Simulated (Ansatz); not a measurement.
A calculation on rock-salt ZrN returned lattice constant a 4.562 Å, bulk modulus 274 GPa.

For reference: lattice constant a 4.575 Å (measured, temperature not stated, not corrected to a static lattice, relaxed epitaxial film; as tabulated in Mei et al., J. Vac. Sci. Technol. A 31, 061516 (2013)); bulk modulus 248 GPa (measured, room temperature, not corrected to a static lattice, our sources range from 215 to 248; as tabulated in Synthesis of Binary Transition Metal Nitrides, Carbides and Borides from the …).

**Question.** Which level of theory produced these numbers?
A) LDA (Ansatz (a quantum-chemistry and plane-wave program))
B) BLYP (Ansatz)
C) rVV10 (Ansatz)
D) PBE0 (Ansatz)

**Answer.** D, PBE0 (Ansatz)

The others give: rVV10 4.628 Å, 241 GPa; LDA 4.525 Å, 283 GPa; BLYP 4.647 Å, 230 GPa.

Unless a cell is named, each level is at its own relaxed cell (BLYP 12.54, LDA 11.58, PBE0 11.87, rVV10 12.39 Å³/atom).

Ansatz's density-functional and Hartree–Fock values are scalar-relativistic unless marked +SOC, with PAW data made under PBE.
